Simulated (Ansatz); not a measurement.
Worked calculations on one periodic cell of amorphous Si$_{10}$Al$_{16}$O$_{44}$: Si10Al16O44, 70 atoms, volume 970.9 Å³, made by a melt-quench on the CHGNet potential and relaxed with DFT. O atoms were pushed apart under 1.9 Å during the dynamics, to hinder bonds among them. It is a model cell: composition and starting density were chosen by hand, and all elements were melted together. Calculation: PBE, scalar-relativistic without spin-orbit coupling (plane waves to 420 eV, PAW; Ansatz, a program for electronic structure). Sampling: a 2×2×2 Γ-centred mesh; Fermi-Dirac width 0.02 eV; no spin polarisation. Its volume was relaxed, its shape was free, and it stands at a mean pressure of 0.0 GPa with stress components up to 0.0 GPa; the relaxation ran on the zone centre alone. Its density went from a set 2.42 to 2.42 g/cm³. The cell is small and was quenched far faster than a real film, so it is one sample of the glass.

Task: Count formal charges (Si +4, Al +3, O -2). What does the count lead one to expect at the Fermi level, and what does the calculation give?

Result: 10 × (+4) + 16 × (+3) + 44 × (-2) = 0. The charges balance, so the anion-derived valence states can be full and a gap can open. On this mesh the highest filled and lowest empty level lie 3.92 eV apart, the PBE gap of this cell, with a localised state at one edge or both.

Four energies for an added electron at PBE on the zone centre alone (charged cells in a uniform background, spin-polarised): neutral at the neutral geometry -40006.132 eV; charged at the neutral geometry -39999.905 eV; charged and relaxed -40000.163 eV; neutral at the charged geometry -40005.274 eV.

Task: Find the two relaxation energies and their sum, the reorganisation energy.

Result: On charging: -39999.905 − (-40000.163) = 0.258 eV. On discharging: -40005.274 − (-40006.132) = 0.858 eV. The sum is 1.116 eV. The carrier's level spreads over 4 of the 70 atoms' worth, so it counts as localised, most on one Al atom with neighbours O 1.70 Å, O 1.70 Å, O 1.73 Å (neutral geometry). The values are uncorrected: the image energy of a point charge in this cell, 2.84 × 14.40 / (2 × 9.9) = 2.1 eV before screening, is screened by electrons alone at the fixed geometry and by ions too after relaxing, and the carrier can be spread before it relaxes, so each term can be off by up to that value times 1/ε∞, some tenths of an eV. PBE's self-interaction favours spread-out carriers, so a hybrid can localise more.
